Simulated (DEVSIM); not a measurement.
Device: Co/AlN/p-Ge capacitor, at 300 K.

```tsv
layer (left to right)	material	thickness (nm)	Na (cm⁻³)
1	AlN	28.0	-
2	Ge	2300	6.6e16
```

Metal gate on the left, work function 5 eV. Fixed charge at the semiconductor interface -6.8e11 cm⁻² (in units of +e); no interface traps.

Constants are typed, rounded textbook-type inputs, not results; the design itself was drawn at random and stands for no fabricated device. Values at 300 K.

```tsv
parameter	AlN	Ge
gap (eV)	6.1	0.664
affinity (eV)	1.9	4
permittivity	8.5	16
Nc (cm⁻³)	-	1.04e19
Nv (cm⁻³)	-	6e18
```

DEVSIM, 1D Poisson equation in equilibrium, Boltzmann statistics, complete ionisation; no quantum confinement or tunnelling. Metal contacts follow the ideal Schottky-Mott rule: no Fermi-level pinning, no interface dipoles.

The AlN thickness was swept, all else fixed.

| AlN thickness (μm) | minimum of the low-frequency capacitance (μF/cm²) | capacitance of the dielectric stack (μF/cm²) | threshold voltage (band bending 2φF) (V) | flat-band voltage (V) |
|---|---|---|---|---|
| 0.011 | 0.131 | 0.684 | 1.19 | 0.61 |
| 0.015 | 0.122 | 0.502 | 1.31 | 0.67 |
| 0.02 | 0.114 | 0.376 | 1.45 | 0.74 |
| 0.024 | 0.108 | 0.314 | 1.57 | 0.80 |
| 0.028 | 0.103 | 0.269 | 1.69 | 0.86 |
| 0.034 | 0.0937 | 0.221 | 1.87 | 0.94 |

From the first row to the last the minimum of the low-frequency capacitance goes from 0.131 to 0.0937. From the first row to the last the capacitance of the dielectric stack goes from 0.684 to 0.221.
